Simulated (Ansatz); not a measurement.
An Ansatz (an electronic-structure program) run: ZnS; Ansatz PBEsol, no spin-orbit coupling.

Input:

Ansatz 0.2 input:
```yaml
crystal:
  lattice:
    - [1.8918835633, 1.0922794845, 9.2999126227]
    - [-1.8918835633, 1.0922794845, 9.2999126227]
    - [0, -2.1845589691, 9.2999126227]
  atoms:
    - { symbol: Zn, position: [0.0000134444, 0.0000134444, 0.0000134444] }
    - { symbol: Zn, position: [0.7777028928, 0.7777028928, 0.7777028928] }
    - { symbol: Zn, position: [0.5554269082, 0.5554269082, 0.5554269082] }
    - { symbol: S, position: [0.9167352846, 0.9167352846, 0.9167352846] }
    - { symbol: S, position: [0.4721738607, 0.4721738607, 0.4721738607] }
    - { symbol: S, position: [0.6946046091, 0.6946046091, 0.6946046091] }
basis: { ecutwfc: 420, ecutrho_ratio: 4, xc_grid: 2, fft_grid_basis: typed }
kpoints: { mp_grid: { grid: [10, 10, 10] } }
hamiltonian:
  xc: pbesol
  dispersion: none
  pseudopotentials: { kind: paw }
scf: { occupations: { method: fermi_dirac, width: 0.05 }, convergence: { dr2_threshold: 0.0000000006 } }
output: { forces: true, stress: true }
```

Output (explanatory and most iteration lines left out):

```
Pseudopotential: Zn, paw, valence charge 12
Pseudopotential: S, paw, valence charge 6
Crystal: 6 atoms, lattice volume = 115.308 Å³
Basis set: ecut = 420 eV, 2269 PW (Γ), exchange–correlation on 128×128×128 points (8 copies of the dense FFT grid, shifted against one another)
Bands: 33, of which v1, the nominal top of the filled ones, is band 27 counted from 1 (26 counted from 0)
Symmetry: 6 space group operations
Space group: R3m (ITA 160), of the structure as read, at distance tolerance 4.9e-5 Å
k-points: 116 of 1000 (time reversal used)
Functional: x = pbesol(κ = 0.804, μ = 0.12345679012345678), c = pbesol(β = 0.046)
SCF iter   1: F=—  HF=-12502.323956 eV  |F-HF|=—  |Δ(HF+E_count)|=         —  Δρ=5.48e-3  dr2=4.01e-2  ethr=1.77e-3  ⟨swp⟩=6.5  Hψ=16996  notcnv=0
SCF iter   2: F=—  HF=-12502.313884 eV  |F-HF|=—  |Δ(HF+E_count)|=   1.01e-2  Δρ=2.07e-3  dr2=8.51e-3  ethr=7.43e-5  ⟨swp⟩=2.7  Hψ=8071  notcnv=0  defer=46
SCF 1 converged in 10 iterations: F = -12502.311676 eV  dr2 = 3.79e-10
SCF converged after 10 iterations
Free energy (F): -12502.311676 eV
Internal energy: -12502.311676 eV  (E = F + TS)
E sigma→0 (E₀):  -12502.311676 eV
Fermi energy:    7.167857 eV
--- Forces (eV/Å), atoms counted from 1 ---
  atom   1  Zn     0.00000000    -0.00000000     0.00009247
  atom   2  Zn     0.00000000    -0.00000000     0.00014584
  atom   3  Zn     0.00000000    -0.00000000     0.00004260
  atom   4  S      0.00000000     0.00000000    -0.00014372
  atom   5  S      0.00000000    -0.00000000     0.00008485
  atom   6  S      0.00000000     0.00000000    -0.00022396
--- Stress (GPa, compression-positive) ---
        0.004018       0.000000       0.000000
        0.000000       0.004018      -0.000000
       -0.000000      -0.000000       0.006600
  P = ⅓ Tr σ = 0.0049 GPa (0.049 kbar)
```

Stability against distortions was not tested. The cell is ZnS (space group R3m, No. 160). This is not the structure that ZnS has at room temperature and ambient pressure.
